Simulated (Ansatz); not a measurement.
**SmNi (Cmcm, No. 63; cell taken from a computed entry)**

The numbers are results of LDA (PAW; Ansatz, a quantum-chemistry and plane-wave program), not measurements.

Numerical settings: plane-wave cutoff 500 eV, 16×16×14 k mesh (along the axes of the cell as run), Fermi–Dirac smearing 0.1 eV, spin-polarised start, scalar-relativistic PAW data made under PBE.

Cell (relaxed at this level):

```cif
data_Ni2Sm2
_chemical_formula_sum 'Sm2 Ni2'
_space_group_name_H-M_alt 'P 1'
_space_group_IT_number 1
_cell_length_a 5.46973
_cell_length_b 5.46973
_cell_length_c 3.94314
_cell_angle_alpha 90.000
_cell_angle_beta 90.000
_cell_angle_gamma 138.621
loop_
_space_group_symop_operation_xyz
  'x, y, z'
loop_
_atom_site_label
_atom_site_type_symbol
_atom_site_fract_x
_atom_site_fract_y
_atom_site_fract_z
_atom_site_occupancy
Sm1 Sm 0.35674 0.64326 0.25000 1
Sm2 Sm 0.64326 0.35674 0.75000 1
Ni1 Ni 0.06504 0.93496 0.25000 1
Ni2 Ni 0.93496 0.06504 0.75000 1
```

- band gap = zero (no gap)

Note: the magnetic order was assumed, not searched for or taken from measurement; a magnet's gap depends somewhat on the PAW data; the relaxation could not lower the start's symmetry, so the cell can be a saddle point above a distorted one; the 4f shell is treated without U or exact exchange, so its levels and filling can be wrong.

Spin–orbit coupling is not included.

Computing time: very roughly 30 core-minutes.
